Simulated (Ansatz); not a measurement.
Abridged Ansatz (a first-principles code) output:

```
Relaxation: its limit of steps is 50 (relax.max_steps)
Pseudopotential: C, paw, valence charge 4
Crystal: 4 atoms, lattice volume = 34.350 Å³
Basis set: ecut = 420 eV, 651 PW (Γ), exchange–correlation on 36×36×90 points (8 copies of the dense FFT grid, shifted against one another)
Bands: 12, of which v1, the nominal top of the filled ones, is band 8 counted from 1 (7 counted from 0)
Symmetry: 24 space group operations
k-points: 81 of 1125
Functional: x = pbesol(κ = 0.804, μ = 0.12345679012345678), c = pbesol(β = 0.046)
SCF iter   1: F=—  HF=-987.194288 eV  |F-HF|=—  |Δ(HF+E_count)|=         —  Δρ=3.72e-3  dr2=3.52e-3  ethr=1.77e-3  ⟨swp⟩=5.6  Hψ=5188  notcnv=0
SCF iter   2: F=—  HF=-987.194642 eV  |F-HF|=—  |Δ(HF+E_count)|=   3.55e-4  Δρ=2.14e-3  dr2=1.40e-3  ethr=2.20e-5  ⟨swp⟩=2.0  Hψ=1966  notcnv=0
SCF 1 converged in 6 iterations: F = -987.194745 eV  dr2 = 2.57e-9
relax step   1: F+E_penalty+E_count = -987.19474502 eV  Δ(F+E_penalty+E_count) = +0.000e0 eV  max|allowed force component| = 1.295e-16 eV/Å  Δτ_max = 0.0000 Å  P = +0.002 GPa  Ω = 34.350 Å³  (6 SCF iters, dr2 threshold 1.00e-7 eV, accepted)
[... steps on the carried basis left out ...]
relax step   8: F+E_penalty+E_count = -987.19402080 eV  Δ(F+E_penalty+E_count) = +7.119e-5 eV  max|allowed force component| = 3.053e-16 eV/Å  Δτ_max = 0.0000 Å  P = +0.165 GPa  Ω = 33.919 Å³  stress off target by 3.68e-3 GPa  SCF on the basis re-selected at this cell (its energy is not comparable with the rows above)  (8 SCF iters)
SCF converged after 8 iterations
Free energy (F): -987.194021 eV
Internal energy: -987.192792 eV  (E = F + TS)
E sigma→0 (E₀):  -987.193407 eV
Entropy (-TS):   -0.001228 eV (-0.307 meV/atom)
Fermi energy:    7.334388 eV
  E_disp       = -0.456303  (pairwise vdW)
--- Forces (eV/Å), atoms counted from 1 ---
  atom   1  C     -0.00000000    -0.00000000     0.00000000
  atom   2  C     -0.00000000     0.00000000     0.00000000
  atom   3  C     -0.00000000     0.00000000     0.00000000
  atom   4  C     -0.00000000    -0.00000000     0.00000000
--- Stress (GPa, compression-positive) ---
       -0.000013       0.000000       0.000000
        0.000000      -0.000013       0.000000
        0.000000       0.000000       0.496322
  P = ⅓ Tr σ = 0.1654 GPa (1.654 kbar)
--- Relaxed structure (5 steps of the walk, 5 accepted, 3 SCFs on fresh bases) ---
  cell:  # Å, volume = 33.9186 Å³
    - [2.4582244140385137, -1.5292735841910926e-33, 0.0]
    - [-1.2291122070192568, 2.128884790760469, 0.0]
    - [0.0, 0.0, 6.481327890484419]
  atoms:
    - { symbol: C, position: [2.0022999329659268e-32, 1.2737416482299806e-31, 0.25] }
    - { symbol: C, position: [-1.0400846056841325e-31, -1.2737416482299806e-31, 0.75] }
    - { symbol: C, position: [0.33333333333333337, 0.6666666666666669, 0.25] }
    - { symbol: C, position: [0.6666666666666667, 0.33333333333333337, 0.75] }
```

Q: What was computed, and what are the main results?

A: C, 4 atoms in the cell, with plane-wave PAW DFT at the PBEsol-D3(BJ) level (Ansatz, 420 eV), no spin-orbit coupling, from a series relaxed to a target (uniaxial stress, 0.5 GPa compression along z). The last SCF converged to F = -987.194021 eV, or -246.7985 eV per atom. The total energy compares only with runs of the same code, potentials and settings.

The mesh was chosen for an insulator and is coarse for the gapless case. Load acts through the strain it causes; cell and atoms are relaxed under it. Stability under load was not tested beyond the relaxation. The cell was made from C in the graphite type structure (space group P6_3/mmc, No. 194; layered, stacked along the Cartesian z axis) by this change: uniaxial stress, 0.5 GPa compression along z.

Keys are those of Ansatz 0.2.
